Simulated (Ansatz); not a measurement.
The parent structure is Ge (space group Pm-3n, No. 223; a hypothetical phase, not in the database extracts checked).

```yaml
crystal:
  lattice:
    - [5.32261, 0.00000, 0.00000]
    - [0.00000, 5.32261, 0.00000]
    - [0.00000, 0.00000, 5.32261]
  atoms:
    - { symbol: Ge, position: [0.25000, 0.00000, 0.50000] }
    - { symbol: Ge, position: [0.75000, 0.00000, 0.50000] }
    - { symbol: Ge, position: [0.00000, 0.50000, 0.25000] }
    - { symbol: Ge, position: [0.00000, 0.50000, 0.75000] }
    - { symbol: Ge, position: [0.50000, 0.25000, 0.00000] }
    - { symbol: Ge, position: [0.50000, 0.75000, 0.00000] }
    - { symbol: Ge, position: [0.00000, 0.00000, 0.00000] }
    - { symbol: Ge, position: [0.50000, 0.50000, 0.50000] }
```

Calculations: Kohn–Sham DFT with the PBEsol functional, run in Ansatz (an electronic-structure program) with PAW and 420 eV plane waves, no spin-orbit coupling.

One change was made to it. Results:

```tsv
quantity	base	after
band gap	zero	zero
shortest interatomic distance	266.1 pm	258.5 pm
```

Question: Which change produced these results?
A) pressure 1.5 GPa
B) pressure 3 GPa
C) pressure −1 GPa
D) pressure 7.5 GPa

Answer: D, pressure 7.5 GPa. For comparison, the shortest interatomic distance in the other runs: pressure 1.5 GPa gives 264.4 pm; pressure −1 GPa gives 267.4 pm; pressure 3 GPa gives 262.7 pm.

Load acts through the strain it causes; cell and atoms are relaxed under it. Whether these cells are dynamically stable was not tested. No other phases were tried under pressure.
